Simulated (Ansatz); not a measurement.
Carrier properties of ZnS under load (space group F-43m)

Data:

```
ZnS
1.0
    0.00000     2.68989     2.68989
    2.68989     0.00000     2.68989
    2.68989     2.68989     0.00000
Zn S
1 1
Direct
  0.00000   0.00000   0.00000
  0.25000   0.25000   0.25000
```

Method: PBE with spin-orbit coupling, rigid bands (plane waves, PAW; Ansatz, an electronic-structure program). Condition of this run: hydrostatic pressure of -1 GPa (compression positive) (the target of the relaxation). How the cell was made: cell and atoms relaxed with PBEsol, then loaded as said.

| Quantity | Value |
|---|---|
| band gap | 2.15 eV |
| electron conductivity mass (300 K, dilute) | 0.186 mₑ |
| hole conductivity mass (300 K, dilute) | 0.88 mₑ |
| effective density of states N_c (300 K) | 2.0e18 cm⁻³ |
| effective density of states N_v (300 K) | 5.3e19 cm⁻³ |
| density-of-states mass, electrons | 0.185 mₑ |
| density-of-states mass, holes | 1.65 mₑ |
| Seebeck coefficient, n-type 1e19 cm⁻³, 300 K | -108 μV/K |
| best n-type power factor at 300 K for τ = 10 fs (best axis; densities from 1e16 to 1e21 cm⁻³ tried, whether or not they can be reached) | 1.66 μW/(cm·K²) at 1e19 cm⁻³ |
| Seebeck coefficient, p-type 1e19 cm⁻³, 300 K | 386 μV/K |
| best p-type power factor at 300 K for τ = 10 fs (best axis; densities from 1e16 to 1e21 cm⁻³ tried, whether or not they can be reached) | 17.0 μW/(cm·K²) at 3e20 cm⁻³ |

Rigid bands; masses and Seebeck coefficients take one relaxation time τ for all states and one kind of carrier; polarons and phonon drag are left out. Geometry: cell and atoms relaxed with PBEsol.
